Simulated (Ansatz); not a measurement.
CaO (Fm-3m) under biaxial stress in (111) (compression positive): electron conductivity mass by r2SCAN, rigid bands (plane waves, PAW, scalar-relativistic; Ansatz, a first-principles code). The unloaded cell, whose axes the loads refer to:

```cif
data_CaO
_chemical_formula_sum 'Ca1 O1'
_space_group_name_H-M_alt 'P 1'
_space_group_IT_number 1
_cell_length_a 3.37088
_cell_length_b 3.37088
_cell_length_c 3.37088
_cell_angle_alpha 60.000
_cell_angle_beta 60.000
_cell_angle_gamma 60.000
loop_
_space_group_symop_operation_xyz
  'x, y, z'
loop_
_atom_site_label
_atom_site_type_symbol
_atom_site_fract_x
_atom_site_fract_y
_atom_site_fract_z
_atom_site_occupancy
Ca1 Ca 0.00000 0.00000 0.00000 1
O1 O 0.50000 0.50000 0.50000 1
```

```csv
biaxial stress in (111) (compression positive) (GPa),volume per atom (Å³),electron conductivity mass (mₑ)
-8.8,14.32,0.590
-4.4,13.91,0.577
-2.2,13.72,0.572
0,13.54,0.566
2.2,13.37,0.562
4.4,13.22,0.558
6.6,13.06,?
```

Problem. Fit a straight line to ln(electron conductivity mass) against the load over the rows given, and predict the row at 6.6 GPa.

Solution. The means are x̄ = -1.467 GPa and ȳ = -0.5608; Σ(x − x̄)(y − ȳ) = -0.4783 and Σ(x − x̄)² = 112.9, so the slope is -0.423 % per GPa, and the rows given lie within 0.23 % of the line. At 6.6 GPa the line gives 0.552 mₑ; the calculation gives 0.555 mₑ, 0.62 % from it.

Masses are for dilute carriers at 300 K, harmonic means over directions unless an axis is named. Spin-orbit coupling is left out. Stresses and pressures are the targets of the relaxation. The structure type is held at every load. Geometry: cell and atoms relaxed with PBEsol.
